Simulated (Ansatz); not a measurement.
The reference is CsPbBr$_{3}$ (space group R3m, No. 160; a = 8.261 Å, c = 10.338 Å (hexagonal axes); a hypothetical phase, not in the database extracts checked).

Levels (all Ansatz, a program for electronic structure, PAW): PBEsol (420 eV, no SOC); r2SCAN (500 eV, no spin-orbit coupling); HSE06 (420 eV, spin-orbit coupling left out).

One geometry, relaxed with PBEsol, under each level:

| level | band gap | lowest conduction level above the VBM at special points | pressure |
|---|---|---|---|
| PBEsol | 1.52 eV | T 1.52 eV; H₂ 1.52 eV; H₀ 1.52 eV; S₀ 2.07 eV | 0.00 GPa |
| r2SCAN | 1.97 eV | T 1.97 eV; H₂ 1.97 eV; H₀ 1.97 eV; S₀ 2.51 eV | 0.78 GPa |
| HSE06 | 2.19 eV | T 2.19 eV; H₂ 2.20 eV; H₀ 2.20 eV; Γ 3.79 eV | – |

Single points use the geometry relaxed with PBEsol. Their cutoffs differ, which shifts pressures a little. HSE06 was sampled on its mesh, a few special points and the semilocal edge points, so its gap is an upper bound. With Pb present, leaving out spin-orbit coupling can change the band edges. Stability against distortions was not tested.
